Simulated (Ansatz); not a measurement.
BaTi2O5 (Pnma, No. 62, 32 atoms in the cell; start mp-558159) was calculated with LDA in Ansatz (PAW).

Run with plane-wave cutoff 520 eV, 4×10×4 k mesh (along the axes of the cell as run), Fermi–Dirac smearing 0.01 eV, no spin polarisation, scalar-relativistic PAW data made under PBE.

Cell (relaxed with PBEsol):

```
BaTi2O5
1.0
   10.23611     0.00000     0.00000
    0.00000     3.89868     0.00000
    0.00000     0.00000    10.84665
Ba Ti O
4 8 20
Direct
  0.05117   0.25000   0.82371
  0.94883   0.75000   0.17629
  0.44883   0.75000   0.32371
  0.55117   0.25000   0.67629
  0.23389   0.75000   0.60333
  0.76611   0.25000   0.39667
  0.26611   0.25000   0.10333
  0.73389   0.75000   0.89667
  0.85353   0.75000   0.59169
  0.14647   0.25000   0.40831
  0.64647   0.25000   0.09169
  0.35353   0.75000   0.90831
  0.23358   0.75000   0.78102
  0.76642   0.25000   0.21898
  0.26642   0.25000   0.28102
  0.73358   0.75000   0.71898
  0.32565   0.25000   0.93055
  0.67435   0.75000   0.06945
  0.17435   0.75000   0.43055
  0.82565   0.25000   0.56945
  0.30129   0.75000   0.08438
  0.69871   0.25000   0.91562
  0.19871   0.25000   0.58438
  0.80129   0.75000   0.41562
  0.51159   0.75000   0.84971
  0.48841   0.25000   0.15029
  0.98841   0.25000   0.34971
  0.01159   0.75000   0.65029
  0.59802   0.25000   0.42387
  0.40198   0.75000   0.57613
  0.90198   0.75000   0.92387
  0.09802   0.25000   0.07613
```

Question: What does this level give for the band gap and smallest direct gap on the k points sampled?

Answer: 
- band gap: 2.78 eV
- smallest direct gap on the k points sampled: 2.96 eV

Note: cell and atoms aren't relaxed at this level (largest force component 0.25 eV/Å, pressure -4.6 GPa).

Spin–orbit coupling is not included.

A start named mp-… is a Materials Project structure, which need not be a measured phase.

Ansatz is an electronic-structure program.
